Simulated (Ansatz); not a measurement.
SnO2, response to strain

Base system: SnO$_{2}$ in the rutile structure (space group P4_2/mnm, No. 136; a = 4.8276 Å, c = 3.2381 Å). Axes: x, y, z lie along a, b, c of the conventional cell.

Strains are applied to the cell and any free atomic positions relax; under biaxial strain the out-of-plane vector relaxes too.

Computed with Ansatz (a first-principles code), PBE, PAW, cutoff 420 eV, scalar-relativistic without spin-orbit coupling.

| biaxial strain, plane normal [001], relaxed out of plane (%) | band gap (eV) |
|---|---|
| -3 | 0.94 |
| -2.4 | 0.88 |
| -1.8 | ? |
| -1.2 | 0.78 |
| -0.6 | 0.73 |
| 0 | 0.68 |

Problem. Fit E_g = E₀ + Dε (ε in %) to the rows shown and predict the withheld row.

Solution. Least squares on the printed values gives E₀ = 0.68 eV, D = -85.9 meV per % of strain (largest residual 0.00 eV); this predicts 0.83 eV, and the run gives 0.83 eV, in agreement.

No phonon test of stability was made.
